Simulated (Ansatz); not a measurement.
Base system: Al in the fcc (Cu type) structure (space group Fm-3m, No. 225; a = 4.0408 Å; relaxed with 0.1 eV smearing). Axes: x, y, z lie along the cube axes.

All numbers come from Ansatz (a quantum-chemistry and plane-wave program) PBE, spin-orbit coupling left out, earlier PAW set.

The change: an isotropic linear strain of −1.09 %; the atoms relax in the strained cell.

### Question
Predict the stress tensor and what it implies for the stiffness.

### Answer
Stress of the strained cell less that of the base (GPa, compression positive):
```
    2.8     0.0     0.0
    0.0     2.8     0.0
    0.0     0.0     2.8
```

Then B = −ΔP/(ΔV/V₀) with ΔV/V₀ = -0.0323 gives secant stiffness values (nonlinear terms included at this strain): B ≈ 85 GPa.

As a check, the harmonic strain energy −½ V₀ Δσ:ε is 4.6 meV/atom; the computed energy rise is 4.4 meV/atom.

Whether these cells are dynamically stable was not tested.
